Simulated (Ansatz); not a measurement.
# How far to go with the k-point mesh: LuTlSe2 (R3m, 4 atoms in the cell)

```xyz
4
Lattice="2.0457 1.1811 7.7615 -2.0457 1.1811 7.7615 0.0000 -2.3621 7.7615" Properties=species:S:1:pos:R:3 pbc="T T T"
Lu     0.0000     0.0000     0.0500
Tl     0.0000     0.0000    11.6423
Se     0.0000     0.0000    17.0708
Se     0.0000     0.0000     6.2138
```

Method of the run: LDA (PW92), default PAW files made with PBE (plane waves; Ansatz, a program for electronic structure).

Base settings: basis.ecutwfc = 420 eV; kpoints.mp_grid.grid = 7 7 7; hamiltonian.xc = lda; hamiltonian.pseudopotentials = {kind: paw} (the program's default PAW files); scf.occupations.method = fixed.

The second cell is the first with its lattice scaled by 0.98.

Only quantities that move along the ladder and can be compared are tabulated.

The count of work is k-points × plane waves × bands × iterations; it is no time. Core times come from one kind of shared machine, to one figure; runs under 30 s give none.

The starting cell comes from a database of computed structures (which also holds hypothetical and non-ambient phases and stackings), without a prior relaxation at this level. Its lattice was rescaled by up to half a per cent. One atom was moved a little off its site on purpose. Spin-orbit coupling is off. In the base run, with a pressure of about -4 GPa the cell is away from its equilibrium volume at this level. Ansatz's pressure includes its estimate of the finite-basis (Pulay) stress.

Steps (kpoints.mp_grid.grid): 2 2 2; 3 3 3; 4 4 4; 5 5 5; 6 6 6; 7 7 7; 8 8 8; 9 9 9; 10 10 10; 11 11 11; 12 12 12; 14 14 14; 15 15 15; 17 17 17; 18 18 18; 20 20 20.

**Question.** What is the coarsest kpoints.mp_grid.grid that holds the pressure within 0.5 GPa of the last step, with all finer ones?

**Answer.** 3 3 3, at 0.0077 of the last step's count of work; the step before is off by 2.1 GPa.

**Question.** What is the coarsest kpoints.mp_grid.grid that holds the forces within 0.01 eV/Å of the last step, with all finer ones?

**Answer.** 4 4 4, at 0.017 of the last step's count of work; the step before is off by 0.091 eV/Å.

```csv
kpoints.mp_grid.grid,free energy less the last step's (meV/atom),energy of the compressed cell less the first (meV/atom),pressure (GPa),largest difference of a force vector from the last step's (eV/Å),gap on the mesh (eV),count of work / last,core time / last (rough)
2 2 2,203.25,-1.34,-1.78,0.334,0.822,0.0051,–
3 3 3,34.70,-20.72,-3.47,0.091,1.567,0.0077,–
4 4 4,8.76,-24.00,-3.75,0.007,0.875,0.017,–
5 5 5,2.83,-24.86,-3.83,0.004,1.118,0.024,–
6 6 6,0.97,-25.22,-3.86,0.001,0.881,0.041,–
7 7 7,0.31,-25.38,-3.87,0.000,0.999,0.056,–
8 8 8,0.11,-25.42,-3.88,0.000,0.882,0.083,0.08
9 9 9,0.04,-25.44,-3.88,0.000,0.952,0.11,0.1
10 10 10,0.01,-25.45,-3.88,0.000,0.882,0.15,0.1
11 11 11,0.01,-25.46,-3.88,0.000,0.929,0.19,0.2
12 12 12,0.00,-25.46,-3.88,0.000,0.882,0.24,0.2
14 14 14,0.00,-25.46,-3.88,0.000,0.880,0.37,0.3
15 15 15,0.00,-25.46,-3.88,0.000,0.906,0.44,0.4
17 17 17,0.00,-25.46,-3.88,0.000,0.901,0.63,0.6
18 18 18,0.00,-25.46,-3.88,0.000,0.876,0.74,0.7
20 20 20,0.00,-25.46,-3.88,0.000,0.875,1.0,1
```

The energy difference between the two cells stays within 1 meV/atom of the last step's from 5 5 5 on, the total only from 6 6 6 on: much of the error is common to both cells and cancels.

The gap on the mesh jumps up and down from mesh to mesh; it is no smooth measure of convergence.

Keys are those of Ansatz 0.2.
